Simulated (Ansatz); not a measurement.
Si (diamond structure), Σ5 (001) twist. One Ge atom replaces one Si atom in a bicrystal of 70 atoms (one solute to 75 Å² of one boundary, a high coverage); atoms relaxed, cell held. Energies count from the site farthest from both boundaries, which lies only 4.7 Å away; negative means that the solute is drawn to the site. The cell is neutral, and spin is allowed where the electrons are odd. k-points: Γ-centred 3×3×1 mesh; occupations: Fermi-Dirac, 0.050 eV; spin polarisation not allowed. Spin-orbit coupling is left out.

Sites tried, by distance from the nearest boundary plane (Å): 0.02, 0.40, 0.77, 1.49.

### Question
Does Ge segregate by PBE (Ansatz, an electronic-structure program), and with what energy at each site?

### Answer
0.02 Å: -0.03 eV; 0.40 Å: -0.03 eV; 0.77 Å: 0.05 eV; 1.49 Å: -0.03 eV. No site tried binds it by more than 0.05 eV.
